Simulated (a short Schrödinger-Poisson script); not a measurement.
System: symmetric double-gate stack, SiO2 on p-type InP, at 300 K.

| layer | material | thickness (nm) | Na (cm⁻³) |
|---|---|---|---|
| 1 | SiO2 | 3.9 | - |
| 2 | InP | 20 | 4e16 |
| 3 | SiO2 | 3.9 | - |

The device is made up for the run: typed textbook-type constants, with dimensions and the other settings drawn at random. SiO2: permittivity 3.9, conduction-band edge (eV) 3.48, gap (eV) 9, electron mass (mₑ) 0.5. InP: permittivity 12.5, conduction-band edge (eV) 0, gap (eV) 1.344, Nv at 300 K (cm⁻³) 1.1e19.

Channel valleys (confinement mass, in-plane density-of-states mass, number): Γ 0.08, 0.08, 1. At the gates, both at one voltage, the conduction-band edge of layer 1 lies 4.04 eV − eVg above the Fermi level of the channel. Gaps are held at their typed values at every temperature. Mesh 0.03 nm at interfaces.

Solved with a short Schrödinger-Poisson script written for these runs: 1D Poisson equation in equilibrium, electrons quantum, Hartree (BenDaniel-Duke, 12 states a valley, the channel's in-plane mass for all, wave functions ending at the dielectric), parabolic valleys, classical holes, full ionisation, no traps, pinning or gate leakage.

The same stack at other levels of the model or other numerical settings:

```csv
run,sheet density of all electrons at Vg = 2.7 V (cm⁻²),sheet density of all electrons at Vg = 0.9 V (cm⁻²),capacitance of both gates at Vg = 2.7 V (μF/cm²),rough cost against the base
base,1.70e13,2.29e12,1.38,about 1
"electrons treated as classical, Boltzmann",2.17e13,2.96e12,[?],0.08
"electrons treated as classical, Fermi-Dirac",[?],[?],1.44,0.2
"electrons treated as quantum, Hartree plus LDA exchange-correlation",1.73e13,2.38e12,1.38,1
mesh six times as coarse,1.70e13,2.29e12,1.38,0.3
```

Task: Fill in the missing entries.

Result: 
- electrons treated as classical, Fermi-Dirac, sheet density of all electrons at Vg = 2.7 V (cm⁻²): 1.84e13
- electrons treated as classical, Fermi-Dirac, sheet density of all electrons at Vg = 0.9 V (cm⁻²): 2.66e12
- electrons treated as classical, Boltzmann, capacitance of both gates at Vg = 2.7 V (μF/cm²): 1.72

The classical rows ignore confinement, and Boltzmann statistics overrate the density once the band edge passes the Fermi level.

Above a few 1e12 electrons/cm² a light Γ valley is non-parabolic and upper valleys begin to fill, which the model leaves out.
